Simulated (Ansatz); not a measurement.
The parent structure is Hf in the hcp (Mg type) structure (space group P6_3/mmc, No. 194; a = 3.204 Å, c = 5.069 Å).

The values are results of PBE (Ansatz, a program for electronic structure), spin-orbit coupling left out, not measurements.

One change was made to it. Results:

```csv
quantity,base,after
c/a ratio,1.582,1.593
volume per atom,22.54 Å³,19.19 Å³
```

Task: What was done to the base?
A. pressure 0.9 GPa
B. pressure 22.5 GPa
C. pressure −2 GPa
D. pressure 9 GPa

Result: B, pressure 22.5 GPa. For comparison, the volume per atom in the other runs: pressure −2 GPa gives 22.98 Å³; pressure 9 GPa gives 20.92 Å³; pressure 0.9 GPa gives 22.35 Å³.

Load acts through the strain it causes; cell and atoms are relaxed under it. No phonon test of stability was made. Competing high-pressure phases were not computed. The final runs are not spin-polarised.
